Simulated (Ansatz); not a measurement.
## Hf under a change: biaxial strain −0.65 %, plane normal [001], relaxed out of plane

Base system: Hf in the hcp (Mg type) structure (space group P6_3/mmc, No. 194; a = 3.1983 Å, c = 5.0488 Å; relaxed with 0.1 eV smearing). Axes: x lies along a and z along c of the hexagonal cell.

Modification: compressive biaxial strain of 0.65 % in the plane normal to [001], as in epitaxy on a mismatched substrate; the out-of-plane cell vector and the atoms relax.

Calculations: r2SCAN (Ansatz, a quantum-chemistry and plane-wave program), scalar-relativistic without spin-orbit coupling. Γ-centred 21×21×12 mesh, Fermi–Dirac width 0.1 eV.

```json
[
 {"quantity": "space group", "base": "P6_3/mmc (No. 194)", "changed": "P6_3/mmc (No. 194)", "shift": "–"},
 {"quantity": "shortest interatomic distance", "base": "3.128 Å", "changed": "3.129 Å", "shift": "+0.001 Å"},
 {"quantity": "pressure (mean of the normal stresses, compression positive)", "base": "0.0 GPa", "changed": "1.0 GPa", "shift": "+1.0 GPa"},
 {"quantity": "band gap", "base": "zero", "changed": "zero", "shift": "–"},
 {"quantity": "out-of-plane strain", "base": "–", "changed": "+0.42 %", "shift": "–"},
 {"quantity": "mean in-plane stress (compression positive)", "base": "–", "changed": "+1.5 GPa", "shift": "–"}
]
```

Cost of the whole job for the changed cell (relaxation, final SCF and bands): around 4 core-minutes (rough).

No phonon test of stability was made. All final runs are without spin polarisation.
